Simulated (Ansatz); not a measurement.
For Ag (Fm-3m), PBEsol, DFPT electron-phonon coupling, linearised Boltzmann equation run with Ansatz (a quantum-chemistry and plane-wave program) gives a transport coupling λ_tr = 0.119 and a Drude plasma energy ħω_p = 9.20 eV.

Q: Estimate the resistivity at 300 K from the high-temperature formula ρ = 2π λ_tr k_B T / (ħ ε₀ ω_p²), and say how the full Boltzmann solution compares.

A: The scattering rate is 1/τ = 2π λ_tr k_B T/ħ = 2.94e13 s⁻¹ and ω_p = 1.40e16 s⁻¹, so ρ ≈ 1.70 μΩ·cm. The Boltzmann solution gives 1.64 μΩ·cm, 0.97 times the estimate.

A metal at this level (no band gap). Only scattering by harmonic phonons is included (no impurities, grain boundaries, electron-electron scattering or thermal expansion). Spin-orbit coupling is left out. Halving the electron mesh (36x36x36) moves the resistivity by up to 1 % at 300 K, the coupling by up to 2 %. Smearing 0.20 eV; phonons on a 6x6x6 q mesh, which this run doesn't test.
